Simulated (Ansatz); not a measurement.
# Os: uniaxial strain ε_xx = +1.50 %

Base system: Os in the hcp (Mg type) structure (space group P6_3/mmc, No. 194; a = 2.729 Å, c = 4.309 Å; relaxed with 0.1 eV smearing). Axes: x lies along a and z along c of the hexagonal cell.

Modification: uniaxial strain ε_xx = +1.50 %, all other strain components held at zero, atoms relaxed at fixed cell.

The values are results of Ansatz (a first-principles code) PBEsol, scalar-relativistic without spin-orbit coupling, not measurements. Settings: 24×24×14 k-points, 0.1 eV Fermi–Dirac smearing.

| quantity | base | changed | shift |
|---|---|---|---|
| volume per atom | 13.90 Å³ | 14.10 Å³ | +0.208 Å³ |
| space group | P6_3/mmc (No. 194) | Cmcm (No. 63) | – |
| shortest interatomic distance | 2.669 Å | 2.672 Å | +0.0023 Å |
| energy relative to the base (free energy F) | 0 meV/atom | +7.3 meV/atom | +7.3 meV/atom |
| pressure (mean of the normal stresses, compression positive) | 0.0 GPa | -6.0 GPa | -6.0 GPa |
| band gap | zero | zero | – |
| stress (xx, yy, zz, yz, xz, xy; compression positive) | – | (-11.0, -3.5, -3.5, 0.0, 0.0, 0.0) GPa | – |

Whether these cells are dynamically stable was not tested. All final runs are without spin polarisation.
